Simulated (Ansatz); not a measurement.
Cost and result by functional for the adsorption energy of H2O on the 1x1 (101) surface of anatase TiO2 (cut with top plane O), one in a 2x1 cell, started at the site 'bridge O-O-O (span 3.8 Å)', in Ansatz (plane waves, PAW). Single points on the PBE structure, on one kind of machine; costs are rough ratios of the slab run's core time (references not counted) to the cheapest single point. r2SCAN's cost holds its higher cutoff (500 against 420 eV). Differences are taken against HSE06 for comparison alone: no measured value is at hand, so the table doesn't rank accuracy. HSE06 ran on a coarser k-mesh, which lowers its cost and may carry part of its shift.

Host crystal: anatase TiO2, with a band gap (PBE, scalar-relativistic without spin-orbit coupling).

Slab: 39 atoms, 9.4 Å thick at the start under the adsorbate (thin: gaps and levels are the slab's own); k 3x4x1, smearing 0.01 eV, dipole-corrected; 14 atoms held, the rest relaxed; no symmetry held; no spin, no spin-orbit, no U, no dispersion correction. At the end it is bonded to Ti. In PBE it is, or lies within 0.03 eV of, the lowest of the starts that converged. These notes are the PBE run's. Adsorption energies are against H2O(g). A negative adsorption energy means that the adsorbate is more stable on the surface than in its reference.

```csv
functional,relative cost,adsorption energy (eV),less HSE06 (eV)
RPBE,1,-0.38,0.27
r2SCAN,2,-0.82,-0.17
HSE06,20,-0.65,0.00
PBE (the relaxed run's value),–,-0.61,0.04
```

The values span 0.43 eV, while the single points' costs differ by a factor of roughly 20. Differences are of unrounded values.

Ansatz is a program for electronic structure.
